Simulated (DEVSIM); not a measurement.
Structure: Schottky contact on n-type Si, at 350 K.

| layer (left to right) | material | thickness (μm) | Nd (cm⁻³) | τn (s) | τp (s) |
|---|---|---|---|---|---|
| 1 | Si | 1.90 | 4.2e16 | 7.8e-5 | 7.8e-5 |
| 2 | Si | 1.60 | 2.2e18 | 7.8e-5 | 7.8e-5 |

Left contact: Schottky, work function 4.48 eV, emission velocity 3.5e6 cm/s. Right contact: ohmic. Voltage is applied to the left contact. Recombination: SRH at mid-gap, Auger. Gap narrowing is on: ΔEg = 6.92 meV × (l + √(l² + 0.5)), l = ln(N/1.3e17 cm⁻³), shared equally by both band edges. Mobility is μmin + (μ − μmin)/(1 + (N/Nref)^α).

Constants are typed, rounded textbook-type inputs, not results; the design itself was drawn at random and stands for no fabricated device. Values at 300 K; Nc and Nv go as T^1.5, mobilities as T to minus their exponent, the gap by Varshni's rule with the affinity fixed.

```tsv
parameter	Si
gap (eV)	1.124
affinity (eV)	4.05
permittivity	11.7
Nc (cm⁻³)	2.86e19
Nv (cm⁻³)	3.1e19
μn (cm²/Vs)	1417
μp (cm²/Vs)	470
μn,min	52
μp,min	45
Nref,n	9.7e16
Nref,p	2.2e17
αn	0.68
αp	0.72
T exponent of μn	2.3
T exponent of μp	2.2
Cn (cm⁶/s)	2.8e-31
Cp (cm⁶/s)	9.9e-32
Varshni α (eV/K)	0.000473
Varshni β (K)	636
```

DEVSIM, 1D drift-diffusion, Boltzmann statistics, complete ionisation; no tunnelling, impact ionisation, image-force lowering or self-heating. Metal contacts follow the ideal Schottky-Mott rule: no Fermi-level pinning, no interface dipoles.

Base results: potential step across the device at zero bias (V) 0.326.

Problem. What follows from this one change: metal work function 4.48 → 4.43 eV?

Solution. potential step across the device at zero bias 0.326 → 0.276 V.

Problem. What follows from this one change: metal work function 4.48 → 4.53 eV?

Solution. potential step across the device at zero bias 0.326 → 0.376 V.
